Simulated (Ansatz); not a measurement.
An Ansatz (a quantum-chemistry and plane-wave program) input (PBE (Ansatz, PAW, no spin-orbit coupling), earlier PAW set):

Ansatz 0.2 input:
```yaml
crystal:
  lattice:
    - [-1.6085040682, 1.6085040682, 3.9366067251]
    - [1.6085040682, -1.6085040682, 3.9366067251]
    - [6.4340162728, 3.2170081364, 0]
  atoms:
    - { symbol: Mo, position: [0.6623597819, 0.3321963414, 0.3297877962] }
    - { symbol: Mo, position: [0.3356299646, 0.6703802635, 0.6680483896] }
    - { symbol: Si, position: [0.3342154892, 0.334505097, -0.0022616273] }
    - { symbol: Si, position: [-0.0005607801, 0.6675346981, 0.3392097392] }
    - { symbol: Si, position: [0.6601622517, -0.0010984328, 0.6602606351] }
    - { symbol: Si, position: [0.6609543663, 0.6669387794, -0.0044968774] }
    - { symbol: Si, position: [0.3364427825, 0.9923435354, 0.3300826171] }
    - { symbol: Si, position: [0.9957749851, 0.3394694911, 0.6639493408] }
basis: { ecutwfc: 420, ecutrho_ratio: 4, xc_grid: 2, fft_grid_basis: typed }
kpoints: { mp_grid: { grid: [9, 9, 9] } }
hamiltonian:
  xc: pbe
  dispersion: none
  pseudopotentials: { azcp: { folder: ./paw }, kind: paw }
scf: { occupations: { method: fermi_dirac, width: 0.05 }, convergence: { dr2_threshold: 0.0000000008 } }
relax: { f_tol: 0.02, max_steps: 45 }
output: { forces: true, stress: true }
checkpoint: { write: state.ck, write_every: 1000 }
```

Question: Which symmetry and how many k-points will the program report, and about how many plane waves at Γ?

Answer: Space group P1 (ITA 1) with 1 operations, k-points 365 of 729, and 2397 plane waves at Γ.

Question: And the final pressure?

Answer: -1.52 GPa (compression positive).

In so small a cell the defect repeats every few ångströms: this is an ordered compound, not a dilute defect. All final runs are without spin polarisation. The cell was made from MoSi$_{2}$ (space group I4/mmm, No. 139) by this change: Mo vacancy. The defect cell is not spin-polarised.
